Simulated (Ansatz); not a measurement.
**Worked sum: reaction energy**

Subject: the reaction energy. Reaction: SiC (3C, zinc blende) + 2 H2O (gas) → SiO2 (quartz) + CH4 (gas). A negative value means that the right-hand side lies lower.

SiO2 (quartz, P3₂21), 9 atoms in the cell. Conventional cell: a = b = 5.0211 Å, c = 5.5094 Å, α = β = 90.00°, γ = 120.00°.

SiC (3C, zinc blende, F-43m), 2 atoms in the cell. Conventional cell: a = 4.3795 Å, b = 4.3795 Å, c = 4.3795 Å, α = 90.00°, β = 90.00°, γ = 90.00°.

Method: Ansatz (an electronic-structure program), PAW, neutral cells at 0 K with nuclei at rest, on structures from PBE. Ansatz runs with its PAW set soft_1. Other levels take these structures. The lattices are those relaxed with PBE, so at other levels the solids can be strained. A dispersion term (D3(BJ), or D4 for r2SCAN) was computed beside these levels and is taken off wherever the name lacks it.

Total energies of the cells in eV, at zero smearing width. They compare only within one column; the weights balance every element.

| cell | atoms | weight | r2SCAN |
|---|---|---|---|
| SiO2 (quartz) | 9 | +1 | -5340.22973 |
| SiC (3C, zinc blende) | 2 | −3 | -891.32677 |
| CH4 (gas) | 5 | +3 | -316.69487 |
| H2O (gas) | 3 | −6 | -600.36932 |

r2SCAN: (-5340.22973) − 3 × (-891.32677) + 3 × (-316.69487) − 6 × (-600.36932) = -14.118 eV; dividing by 3 gives -4.71 eV.

What follows from the r2SCAN value: Per mole of the reaction as written, -4.706 eV × 96.485 = -454.1 kJ.
